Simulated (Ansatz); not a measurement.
MoS2, response to strain

Start from MoS2 (space group P6_3/mmc, No. 194; a = 3.109 Å, c = 11.709 Å; layered, stacked along the Cartesian z axis). Axes: x lies along a and z along c of the hexagonal cell.

Strains are applied to the cell and any free atomic positions relax; under biaxial strain the out-of-plane vector relaxes too.

Computed with Kohn–Sham DFT with the PBEsol-D3(BJ) functional, run in Ansatz (a program for electronic structure) with PAW and 420 eV plane waves, spin-orbit coupling left out.

Notes on the quantities. pressure: mean of the normal stresses, compression positive.

```json
[
 {"variant": "base", "pressure": "0.0 kbar", "smallest direct gap": "1.79 eV", "out-of-plane strain": "–"},
 {"variant": "biaxial strain +0.60 %, plane normal [001], relaxed out of plane", "pressure": "-12.1 kbar", "smallest direct gap": "1.72 eV", "out-of-plane strain": "-0.21 %"},
 {"variant": "biaxial strain +1.20 %, plane normal [001], relaxed out of plane", "pressure": "-23.7 kbar", "smallest direct gap": "1.65 eV", "out-of-plane strain": "-0.41 %"},
 {"variant": "biaxial strain +1.80 %, plane normal [001], relaxed out of plane", "pressure": "-34.8 kbar", "smallest direct gap": "1.59 eV", "out-of-plane strain": "-0.60 %"},
 {"variant": "biaxial strain +2.40 %, plane normal [001], relaxed out of plane", "pressure": "-45.3 kbar", "smallest direct gap": "1.53 eV", "out-of-plane strain": "-0.80 %"},
 {"variant": "biaxial strain +3.00 %, plane normal [001], relaxed out of plane", "pressure": "-55.4 kbar", "smallest direct gap": "1.47 eV", "out-of-plane strain": "-0.99 %"}
]
```

No phonon test of stability was made.
